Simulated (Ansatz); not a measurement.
Spacing of the highest filled and lowest empty level at the zone centre in eight small model glasses of hand-chosen composition and density, fast-quenched (anions pushed apart in CHGNet runs), each at its PBE geometry, by PBE and by HSE06 (Ansatz, a first-principles code, plane waves, PAW). The cells are the first eight to finish that balance their formal charges, show no moments and no lower geometry on charging where those were tested, and have a gap at both levels; defect levels can set the spacings, and exact exchange is cut at the cells' faces.

```
cell        quench by  pressure (GPa)             levels at the gap  PBE (eV)  experiment, tabulated (eV)
----------  ---------  --------------  ----------------------------  --------  --------------------------
Zr20O43B2      CHGNet            -0.1  localised at the filled edge      3.68                           -
Ti20O43In2     CHGNet             0.0                        spread      2.72                           -
Zr20O41Ag2     CHGNet            -1.6  localised at the filled edge      2.89                           -
In24O37Sr      CHGNet             1.1  localised at the filled edge      0.48                           -
Si24O49Mg      CHGNet             0.0  localised at the filled edge      3.98                           -
Si24O49Ca      CHGNet             0.0  localised at the filled edge      4.14                           -
Ti20O41Zn      CHGNet             1.6  localised at the filled edge      2.72                           -
Si24O51Mo      CHGNet             1.3       localised at both edges      0.41                           -
```

What does HSE06 give, and how does it move these values against PBE?

Zr20O43B2 5.27, Ti20O43In2 4.25, Zr20O41Ag2 4.31, In24O37Sr 1.76, Si24O49Mg 5.73, Si24O49Ca 5.79, Ti20O41Zn 4.29, Si24O51Mo 1.82 eV. It raises them by +1.29 to +1.74 eV, +1.52 eV on average. A straight line through the eight gives HSE06 = 1.09 × PBE +1.29 eV, with a scatter of 0.07 eV.
